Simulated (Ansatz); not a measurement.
We consider fluorite TbO2 (cell taken from a computed entry), described by LDA (Ansatz, a first-principles code, PAW).

Run with plane-wave cutoff 500 eV, 12×12×12 k mesh, Fermi–Dirac smearing 0.05 eV, spin-polarised start, scalar-relativistic PAW data made under PBE.

Computed at the level's own relaxed cell.

Q: Estimate the volume per atom, equilibrium lattice constant a and band gap that the calculation returns.

A: 
* **volume per atom**: 11.75 Å³/atom
* **equilibrium lattice constant a**: 5.204 Å
* **band gap**: 0.22 eV (on the SCF k mesh)

Note: the magnetic order was assumed, not searched for or taken from measurement; the relaxation could not lower the start's symmetry, so the cell can be a saddle point above a distorted one; the 4f shell is treated without U or exact exchange, so its levels and filling can be wrong.

Spin–orbit coupling is not included.

Static lattice: no zero-point or thermal effects.
